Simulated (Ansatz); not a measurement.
# rock-salt TiN (1 1 1) on Si0.875Ge0.125, ordered (1 1 1), half a monolayer of S at both interfaces (film strained to the substrate, started from cuts of the bulks and a machine-learned relaxation; slabs Ge5Si35 and N28Ti28S4, which can lie off the formulas)

A periodic stack without vacuum, rock-salt TiN (1 1 1) on Si0.875Ge0.125, ordered (1 1 1), half a monolayer of S at both interfaces (film strained to the substrate, started from cuts of the bulks and a machine-learned relaxation; slabs Ge5Si35 and N28Ti28S4, which can lie off the formulas): substrate slab Ge5Si35, film N28Ti28S4, surface cells [[1, -1], [0, 1]] and [[-2, 3], [-1, -2]], film strained by -2.1 and -2.1 %, outermost planes Si/GeSi and N/Ti as cut, which need not be the usual terminations and can put a slab off its formula.

The start was prepared with a machine-learned potential, and the result is one local minimum, with the in-plane cell held and forces under 0.04 eV/Å; the film can end far from its bulk form.

Method: PBE (plane waves to 420 eV, PAW; Ansatz, a first-principles code). Scalar-relativistic, without spin–orbit coupling; the runs are not spin-polarised; PBE gaps are too small against experiment. Its k-point mesh 4×4×1, Fermi–Dirac width 0.05 eV.

interface area: 52.4 Å²
period: 28.65 Å
heights between the nearest atoms of the two slabs at the two interfaces: 1.32 and 1.09 Å
S–Si contacts across the interfaces within 1.22 times the sum of covalent radii: 7, mean 2.45 Å
Si–Ti contacts across the interfaces within 1.22 times the sum of covalent radii: 3, mean 2.88 Å
Ge–S contacts across the interfaces within 1.22 times the sum of covalent radii: 1, mean 2.40 Å

```yaml
crystal:
  lattice:
    - [7.77871, 0.00009, -0.01260]
    - [-3.88946, 6.73630, 0.06012]
    - [-0.37225, -2.56627, 28.63538]
  atoms:
    - { symbol: Ge, position: [0.97320, 0.91774, 0.04672] }
    - { symbol: Si, position: [0.50338, 0.44999, 0.04571] }
    - { symbol: Si, position: [0.30459, 0.57571, 0.00753] }
    - { symbol: Si, position: [0.81776, 0.09709, 0.00826] }
    - { symbol: Si, position: [0.50026, 0.91773, 0.04686] }
    - { symbol: Si, position: [0.99351, 0.42980, 0.04309] }
    - { symbol: Si, position: [0.82014, 0.56838, 0.00637] }
    - { symbol: Si, position: [0.33079, 0.09822, 0.04336] }
    - { symbol: Ge, position: [0.68551, 0.30117, 0.15432] }
    - { symbol: Si, position: [0.18604, 0.80027, 0.15698] }
    - { symbol: Si, position: [0.00576, 0.95386, 0.13119] }
    - { symbol: Si, position: [0.51693, 0.47244, 0.12867] }
    - { symbol: Si, position: [0.18491, 0.30184, 0.15341] }
    - { symbol: Si, position: [0.68912, 0.80376, 0.16246] }
    - { symbol: Si, position: [0.51487, 0.94777, 0.12998] }
    - { symbol: Si, position: [0.01653, 0.46184, 0.12615] }
    - { symbol: Ge, position: [0.37360, 0.66422, 0.26822] }
    - { symbol: Si, position: [0.88069, 0.17992, 0.26738] }
    - { symbol: Si, position: [0.70452, 0.33093, 0.23889] }
    - { symbol: Si, position: [0.20316, 0.83078, 0.24072] }
    - { symbol: Si, position: [0.87895, 0.66813, 0.26998] }
    - { symbol: Si, position: [0.37615, 0.17802, 0.26476] }
    - { symbol: Si, position: [0.19880, 0.32474, 0.23585] }
    - { symbol: Si, position: [0.71106, 0.83291, 0.24461] }
    - { symbol: Ge, position: [0.06816, 0.04468, 0.37353] }
    - { symbol: Si, position: [0.57639, 0.54747, 0.38495] }
    - { symbol: Si, position: [0.39473, 0.69064, 0.35240] }
    - { symbol: Si, position: [0.89662, 0.21328, 0.35033] }
    - { symbol: Si, position: [0.55635, 0.03844, 0.36752] }
    - { symbol: Si, position: [0.07977, 0.54931, 0.38588] }
    - { symbol: Si, position: [0.89754, 0.69150, 0.35364] }
    - { symbol: Si, position: [0.40020, 0.21533, 0.34724] }
    - { symbol: Ge, position: [0.76324, 0.38065, 0.48694] }
    - { symbol: Si, position: [0.25953, 0.93734, 0.48777] }
    - { symbol: Si, position: [0.06702, 0.06317, 0.45651] }
    - { symbol: Si, position: [0.59536, 0.57634, 0.47201] }
    - { symbol: Si, position: [0.26467, 0.38546, 0.49406] }
    - { symbol: Si, position: [0.74465, 0.93990, 0.48353] }
    - { symbol: Si, position: [0.55907, 0.05898, 0.44746] }
    - { symbol: Si, position: [0.10896, 0.57654, 0.47261] }
    - { symbol: N, position: [0.56500, 0.61851, 0.61702] }
    - { symbol: N, position: [0.71011, 0.33422, 0.61856] }
    - { symbol: N, position: [0.85570, 0.04748, 0.61905] }
    - { symbol: N, position: [0.14105, 0.47704, 0.61751] }
    - { symbol: N, position: [0.28274, 0.19067, 0.60936] }
    - { symbol: N, position: [0.42549, 0.90891, 0.61728] }
    - { symbol: N, position: [0.99597, 0.76472, 0.61745] }
    - { symbol: N, position: [0.68168, 0.12475, 0.69827] }
    - { symbol: N, position: [0.82342, 0.83786, 0.69809] }
    - { symbol: N, position: [0.96739, 0.55290, 0.69900] }
    - { symbol: N, position: [0.25277, 0.98297, 0.69774] }
    - { symbol: N, position: [0.39514, 0.69572, 0.69785] }
    - { symbol: N, position: [0.53646, 0.40851, 0.69802] }
    - { symbol: N, position: [0.11128, 0.26765, 0.69834] }
    - { symbol: N, position: [0.79559, 0.62974, 0.78396] }
    - { symbol: N, position: [0.93875, 0.34467, 0.78433] }
    - { symbol: N, position: [0.08179, 0.05990, 0.78349] }
    - { symbol: N, position: [0.36700, 0.48739, 0.78363] }
    - { symbol: N, position: [0.51106, 0.20137, 0.78353] }
    - { symbol: N, position: [0.65336, 0.91643, 0.78393] }
    - { symbol: N, position: [0.22324, 0.77204, 0.78380] }
    - { symbol: N, position: [0.91129, 0.14030, 0.87177] }
    - { symbol: N, position: [0.05323, 0.85139, 0.87151] }
    - { symbol: N, position: [0.19256, 0.56182, 0.87147] }
    - { symbol: N, position: [0.48204, 0.99284, 0.87156] }
    - { symbol: N, position: [0.62470, 0.70735, 0.86894] }
    - { symbol: N, position: [0.77170, 0.42247, 0.87158] }
    - { symbol: N, position: [0.34100, 0.28029, 0.87164] }
    - { symbol: Ti, position: [0.62097, 0.86752, 0.64738] }
    - { symbol: Ti, position: [0.76369, 0.58260, 0.64705] }
    - { symbol: Ti, position: [0.91012, 0.29857, 0.64837] }
    - { symbol: Ti, position: [0.19382, 0.72649, 0.64670] }
    - { symbol: Ti, position: [0.33832, 0.44750, 0.64839] }
    - { symbol: Ti, position: [0.48530, 0.15320, 0.64890] }
    - { symbol: Ti, position: [0.04271, 0.00345, 0.64984] }
    - { symbol: Ti, position: [0.73690, 0.37894, 0.74038] }
    - { symbol: Ti, position: [0.87825, 0.09228, 0.74040] }
    - { symbol: Ti, position: [0.02701, 0.80581, 0.74012] }
    - { symbol: Ti, position: [0.30869, 0.23395, 0.73957] }
    - { symbol: Ti, position: [0.45029, 0.94563, 0.73991] }
    - { symbol: Ti, position: [0.59985, 0.66469, 0.73985] }
    - { symbol: Ti, position: [0.16768, 0.51908, 0.74023] }
    - { symbol: Ti, position: [0.85401, 0.88236, 0.82702] }
    - { symbol: Ti, position: [0.99579, 0.59771, 0.82802] }
    - { symbol: Ti, position: [0.13926, 0.31219, 0.82867] }
    - { symbol: Ti, position: [0.42491, 0.74218, 0.82682] }
    - { symbol: Ti, position: [0.56559, 0.45383, 0.82721] }
    - { symbol: Ti, position: [0.71167, 0.16937, 0.82876] }
    - { symbol: Ti, position: [0.28292, 0.02669, 0.82699] }
    - { symbol: Ti, position: [0.96865, 0.39123, 0.91717] }
    - { symbol: Ti, position: [0.11226, 0.10508, 0.90986] }
    - { symbol: Ti, position: [0.25052, 0.81539, 0.91011] }
    - { symbol: Ti, position: [0.53954, 0.24425, 0.91046] }
    - { symbol: Ti, position: [0.68748, 0.96231, 0.91180] }
    - { symbol: Ti, position: [0.82127, 0.66827, 0.91208] }
    - { symbol: Ti, position: [0.39369, 0.53479, 0.91153] }
    - { symbol: S, position: [0.76173, 0.15443, 0.54005] }
    - { symbol: S, position: [0.22428, 0.15133, 0.55177] }
    - { symbol: S, position: [0.64533, 0.74104, 0.96838] }
    - { symbol: S, position: [0.31164, 0.07159, 0.96762] }
```
